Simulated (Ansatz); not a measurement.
# NaI in the zinc blende structure (space group F-43m, No. 216; a hypothetical phase, not in the database extracts checked)

```cif
data_I4Na4
_chemical_formula_sum 'I4 Na4'
_space_group_name_H-M_alt 'F-43m'
_space_group_IT_number 216
_space_group_name_Hall 'F -4 2 3'
_cell_length_a 7.08794
_cell_length_b 7.08794
_cell_length_c 7.08794
_cell_angle_alpha 90.000
_cell_angle_beta 90.000
_cell_angle_gamma 90.000
loop_
_atom_site_label
_atom_site_type_symbol
_atom_site_symmetry_multiplicity
_atom_site_Wyckoff_symbol
_atom_site_fract_x
_atom_site_fract_y
_atom_site_fract_z
_atom_site_occupancy
I1 I 4 c 0.25000 0.25000 0.25000 1
Na1 Na 4 a 0.00000 0.00000 0.00000 1
```
(The calculation used a cell of 2 atoms; values per cell refer to that cell.)

Method: plane-wave PAW DFT at the r2SCAN level (Ansatz, an electronic-structure program, 500 eV), spin-orbit coupling left out. Settings: 8×8×8 k-points, 0.05 eV Fermi–Dirac smearing.

```json
{
 "volume_per_atom": "44.51 Å³",
 "density": "2.80 g/cm³",
 "band_gap": "4.42 eV, direct at Γ",
 "electron_mass": "0.36 mₑ",
 "Hole mass (degenerate bands, along [100])": "0.71, 2.7, 2.7 mₑ",
 "Lowest conduction-band minima above the VBM": "Γ 4.42 eV; X along ⟨100⟩ 5.58 eV",
 "total_energy": "-4509.719 eV/atom (σ→0; compares only within this code and set-up)"
}
```

Spin-orbit coupling, missing from the scalar runs, can matter with I. Masses are band curvatures over ±0.01 Å⁻¹ around the edge. Whether these cells are dynamically stable was not tested.
